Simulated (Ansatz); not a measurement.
Take SiGe in the wurtzite structure (space group P6_3mc, No. 186; a = 3.9004 Å, c = 6.4434 Å; a model cell, its experimental status unchecked) as the base.

The values are results of PBEsol (Ansatz, an electronic-structure program, PAW, scalar-relativistic without spin-orbit coupling), earlier PAW set, not measurements.

One change was made to it. Results:

The band gap decreases by 0.02 eV, from 0.35 eV to 0.33 eV; the volume per atom rises by 0.56 Å³ to 21.78 Å³; the c/a ratio stays 1.652.

### Question
Which of these changes matches the shifts?
A. pressure 30 GPa
B. pressure 2.1 GPa
C. pressure −2 GPa
D. pressure −1 GPa

### Answer
C, pressure −2 GPa. For comparison, the volume per atom in the other runs: pressure −1 GPa gives 21.49 Å³; pressure 2.1 GPa gives 20.71 Å³; pressure 30 GPa gives 16.92 Å³.

A case with no gap was solved on a k-mesh chosen for an insulator, which is coarse for it. Load acts through the strain it causes; cell and atoms are relaxed under it. Whether these cells are dynamically stable was not tested. Competing high-pressure phases were not computed. The final runs are not spin-polarised. The zero or small gap of SiGe under pressure 30 GPa can change with the level of theory.
